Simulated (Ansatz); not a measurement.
# rock-salt TaN (0 0 1) on alpha cristobalite (0 0 1), 2 Mg on Ta sites at each interface (film strained to the substrate, started from cuts of the bulks and a machine-learned relaxation; slabs Si16O32 and N30Ta26Mg4, which can lie off the formulas)

A periodic stack without vacuum, rock-salt TaN (0 0 1) on alpha cristobalite (0 0 1), 2 Mg on Ta sites at each interface (film strained to the substrate, started from cuts of the bulks and a machine-learned relaxation; slabs Si16O32 and N30Ta26Mg4, which can lie off the formulas): substrate slab Si16O32, film N30Ta26Mg4, surface cells [[-1, 1], [-1, -1]] and [[-3, -1], [-1, -2]], film strained by +2.9 and +2.9 %, outermost planes O/O and NTa/NTa as cut, which need not be the usual terminations and can put a slab off its formula.

The start was prepared with a machine-learned potential, and the result is one local minimum, with the in-plane cell held and forces under 0.04 eV/Å; the film can end far from its bulk form.

Calculation: PBE (plane waves to 420 eV, PAW; Ansatz, a quantum-chemistry and plane-wave program). Scalar-relativistic, without spin–orbit coupling; the runs are not spin-polarised; PBE gaps are too small against experiment. Its k-point mesh 4×4×1, Fermi–Dirac width 0.05 eV.

```
Item                                                                                        Value
--------------------------------------------------------------------------------  ---------------
interface area                                                                            51.7 Å²
period                                                                                    28.45 Å
heights between the nearest atoms of the two slabs at the two interfaces          1.43 and 1.10 Å
Si–Ta contacts across the interfaces within 1.22 times the sum of covalent radii   7, mean 3.05 Å
O–Ta contacts across the interfaces within 1.22 times the sum of covalent radii    4, mean 1.92 Å
Mg–Si contacts across the interfaces within 1.22 times the sum of covalent radii   3, mean 2.80 Å
Mg–O contacts across the interfaces within 1.22 times the sum of covalent radii    2, mean 2.33 Å
```

```yaml
crystal:
  lattice:
    - [7.18765, -0.00003, -0.12053]
    - [-0.00065, 7.18850, -0.03115]
    - [-0.17833, 3.17148, 28.44725]
  atoms:
    - { symbol: Si, position: [0.27268, 0.92027, 0.17797] }
    - { symbol: Si, position: [0.70791, 0.45865, 0.17651] }
    - { symbol: Si, position: [0.78458, 0.01459, 0.04476] }
    - { symbol: Si, position: [0.13292, 0.49449, 0.05804] }
    - { symbol: Si, position: [0.48890, 0.71827, 0.09959] }
    - { symbol: Si, position: [0.96546, 0.20575, 0.13015] }
    - { symbol: Si, position: [0.48023, 0.20085, 0.24163] }
    - { symbol: Si, position: [0.99215, 0.67313, 0.23725] }
    - { symbol: O, position: [0.40838, 0.04581, 0.20795] }
    - { symbol: O, position: [0.84498, 0.60841, 0.19815] }
    - { symbol: O, position: [0.39943, 0.84142, 0.13761] }
    - { symbol: O, position: [0.82785, 0.27248, 0.16963] }
    - { symbol: O, position: [0.62012, 0.83919, 0.05935] }
    - { symbol: O, position: [0.09592, 0.38351, 0.11121] }
    - { symbol: O, position: [0.61843, 0.55254, 0.12632] }
    - { symbol: O, position: [0.10033, 0.03993, 0.15347] }
    - { symbol: O, position: [0.25466, 0.33139, 0.03126] }
    - { symbol: O, position: [0.99483, 0.92250, 0.03317] }
    - { symbol: O, position: [0.53635, 0.39689, 0.21108] }
    - { symbol: O, position: [0.18397, 0.74908, 0.21234] }
    - { symbol: O, position: [0.66667, 0.12559, 0.27117] }
    - { symbol: O, position: [0.04863, 0.50098, 0.27680] }
    - { symbol: O, position: [0.32907, 0.64206, 0.06359] }
    - { symbol: O, position: [0.82613, 0.12232, 0.09177] }
    - { symbol: Si, position: [0.28292, 0.85752, 0.43673] }
    - { symbol: Si, position: [0.75749, 0.39406, 0.42559] }
    - { symbol: Si, position: [0.75797, 0.93422, 0.29743] }
    - { symbol: Si, position: [0.21177, 0.38601, 0.30823] }
    - { symbol: Si, position: [0.49659, 0.65730, 0.35709] }
    - { symbol: Si, position: [0.98386, 0.10627, 0.37799] }
    - { symbol: Si, position: [0.52272, 0.13972, 0.49429] }
    - { symbol: Si, position: [0.06851, 0.52524, 0.49449] }
    - { symbol: O, position: [0.42918, 0.00016, 0.45803] }
    - { symbol: O, position: [0.94175, 0.49232, 0.44691] }
    - { symbol: O, position: [0.37754, 0.76195, 0.39423] }
    - { symbol: O, position: [0.81651, 0.20487, 0.40330] }
    - { symbol: O, position: [0.58535, 0.80528, 0.31703] }
    - { symbol: O, position: [0.12007, 0.26420, 0.35273] }
    - { symbol: O, position: [0.66685, 0.54114, 0.38449] }
    - { symbol: O, position: [0.09703, 0.97073, 0.41771] }
    - { symbol: O, position: [0.31401, 0.24347, 0.27647] }
    - { symbol: O, position: [0.88663, 0.83647, 0.26125] }
    - { symbol: O, position: [0.59961, 0.33591, 0.46483] }
    - { symbol: O, position: [0.22279, 0.69622, 0.47937] }
    - { symbol: O, position: [0.71504, 0.02665, 0.51584] }
    - { symbol: O, position: [0.19822, 0.32717, 0.50938] }
    - { symbol: O, position: [0.36100, 0.52537, 0.32918] }
    - { symbol: O, position: [0.89528, 0.97784, 0.34034] }
    - { symbol: N, position: [0.94399, 0.38088, 0.65247] }
    - { symbol: N, position: [0.53702, 0.57993, 0.65728] }
    - { symbol: N, position: [0.72717, 0.97333, 0.65698] }
    - { symbol: N, position: [0.33392, 0.17943, 0.65825] }
    - { symbol: N, position: [0.10333, 0.79314, 0.65765] }
    - { symbol: N, position: [0.82111, 0.72681, 0.58709] }
    - { symbol: N, position: [0.38492, 0.91561, 0.58306] }
    - { symbol: N, position: [0.61476, 0.28925, 0.58424] }
    - { symbol: N, position: [0.25749, 0.50195, 0.58540] }
    - { symbol: N, position: [0.02494, 0.10268, 0.58404] }
    - { symbol: N, position: [0.96650, 0.31385, 0.80997] }
    - { symbol: N, position: [0.54234, 0.48677, 0.81182] }
    - { symbol: N, position: [0.73079, 0.89004, 0.80780] }
    - { symbol: N, position: [0.34691, 0.10800, 0.81246] }
    - { symbol: N, position: [0.11291, 0.70758, 0.80834] }
    - { symbol: N, position: [0.83950, 0.64479, 0.73492] }
    - { symbol: N, position: [0.47135, 0.85123, 0.73457] }
    - { symbol: N, position: [0.61360, 0.25510, 0.73815] }
    - { symbol: N, position: [0.23257, 0.42268, 0.73741] }
    - { symbol: N, position: [0.04526, 0.02787, 0.73867] }
    - { symbol: N, position: [0.96881, 0.25880, 0.96186] }
    - { symbol: N, position: [0.55377, 0.42801, 0.96290] }
    - { symbol: N, position: [0.77064, 0.85964, 0.96030] }
    - { symbol: N, position: [0.35701, 0.06067, 0.96233] }
    - { symbol: N, position: [0.16894, 0.67117, 0.96332] }
    - { symbol: N, position: [0.87184, 0.58993, 0.89110] }
    - { symbol: N, position: [0.47756, 0.77653, 0.88894] }
    - { symbol: N, position: [0.64182, 0.16711, 0.88645] }
    - { symbol: N, position: [0.25773, 0.38441, 0.88873] }
    - { symbol: N, position: [0.05158, 0.00006, 0.89235] }
    - { symbol: Ta, position: [0.82868, 0.64064, 0.65976] }
    - { symbol: Ta, position: [0.40431, 0.86600, 0.65872] }
    - { symbol: Ta, position: [0.63809, 0.27424, 0.66003] }
    - { symbol: Ta, position: [0.24103, 0.49826, 0.65822] }
    - { symbol: Ta, position: [0.02455, 0.09861, 0.66124] }
    - { symbol: Mg, position: [0.90198, 0.41853, 0.57325] }
    - { symbol: Mg, position: [0.53521, 0.61382, 0.57892] }
    - { symbol: Ta, position: [0.76630, 0.01469, 0.58204] }
    - { symbol: Ta, position: [0.32493, 0.21814, 0.56610] }
    - { symbol: Ta, position: [0.13993, 0.76374, 0.58620] }
    - { symbol: Ta, position: [0.82256, 0.59985, 0.81176] }
    - { symbol: Ta, position: [0.43348, 0.79583, 0.81063] }
    - { symbol: Ta, position: [0.67592, 0.19275, 0.81225] }
    - { symbol: Ta, position: [0.25427, 0.44401, 0.81379] }
    - { symbol: Ta, position: [0.03530, 0.00327, 0.81624] }
    - { symbol: Ta, position: [0.92817, 0.33701, 0.73291] }
    - { symbol: Ta, position: [0.52711, 0.55733, 0.73543] }
    - { symbol: Ta, position: [0.75008, 0.98156, 0.73236] }
    - { symbol: Ta, position: [0.32835, 0.11975, 0.73533] }
    - { symbol: Ta, position: [0.16106, 0.74124, 0.73259] }
    - { symbol: Mg, position: [0.88379, 0.54839, 0.98455] }
    - { symbol: Mg, position: [0.46534, 0.76186, 0.99270] }
    - { symbol: Ta, position: [0.68312, 0.17332, 0.96031] }
    - { symbol: Ta, position: [0.26550, 0.32871, 0.96603] }
    - { symbol: Ta, position: [0.05975, 0.92896, 0.96719] }
    - { symbol: Ta, position: [0.92430, 0.30165, 0.88733] }
    - { symbol: Ta, position: [0.57179, 0.48711, 0.88825] }
    - { symbol: Ta, position: [0.77249, 0.86398, 0.88844] }
    - { symbol: Ta, position: [0.34644, 0.04113, 0.88735] }
    - { symbol: Ta, position: [0.16806, 0.70198, 0.88738] }
```
